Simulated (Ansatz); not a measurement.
## Point defects in TaN

Take a 24-atom supercell of TaN in the rock salt structure (space group Fm-3m, No. 225; a = 4.416 Å) at its relaxed geometry as the base.

One neutral defect a cell, atoms relaxed at fixed cell.

Level of theory: PBE/PAW in Ansatz (a quantum-chemistry and plane-wave program), without spin-orbit coupling, earlier PAW set.

```tsv
change	pressure	largest displacement of a host atom from its site in the perfect cell	energy gained by relaxation
perfect supercell	0.0 GPa	–	–
Bi on a N site, symmetric start	34.1 GPa	0.34 Å	14.94 eV
Ti on a Ta site, symmetric start	-2.7 GPa	0.04 Å	0.06 eV
Ta on a N site (antisite), symmetric start	25.1 GPa	0.24 Å	4.33 eV
```

The cell is small, so the values are those of an ordered compound at a high defect concentration; dilute-limit values will differ. The defect started on the symmetric site and kept its symmetry, so it may sit on a saddle. The final runs are not spin-polarised. This is not the structure that TaN has at room temperature and ambient pressure.
